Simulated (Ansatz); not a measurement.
The starting structures come from a database of crystals and need not be the phases stable at ambient conditions.

 Where the default PAW files enter, the runs use the earlier of Ansatz's two default sets.

By PBEsol, the system below comes out a metal.

```
CELL_PARAMETERS angstrom
      2.73098     0.00000     0.00000
     -1.36549     2.36510     0.00000
      0.00000     0.00000     4.42849
ATOMIC_POSITIONS crystal
  Rh 0.66667 0.33333 0.75000
  Rh 0.33333 0.66667 0.25000
```

Space group of this cell: P6_3/mmc, hcp (Mg type). The cell is taken as given; by PBEsol its mean pressure is -13.7 GPa.

Level of theory: PBEsol (plane waves, PAW; Ansatz, a quantum-chemistry and plane-wave program).

The current runs along the normal of the first two printed vectors; no spin-orbit coupling. Scaled by the factor s: all lengths (ions clamped). Meshes 24×24×14 and 42×42 across the current in all rows.

```tsv
s	mean pressure (GPa)	ballistic conductance per area (both spins) (× 10¹⁵ S/m²)
0.98	2.1	2.45
1.00	-13.7	2.35
1.02	-24.7	?
```

Q: Take the slope of the ballistic conductance per area (both spins) against ln s from the two given rows, extrapolate to s = 1.02, and say what the run there gives.

A: Slope = (2.45 − 2.35) / ln 0.98 = -4.95 × 10¹⁵ S/m². The line gives 2.35 + (-4.95) × ln 1.02 = 2.25 × 10¹⁵ S/m². The run gives 2.24 × 10¹⁵ S/m², 0.01 × 10¹⁵ S/m² under the line, 12 % of the predicted step.
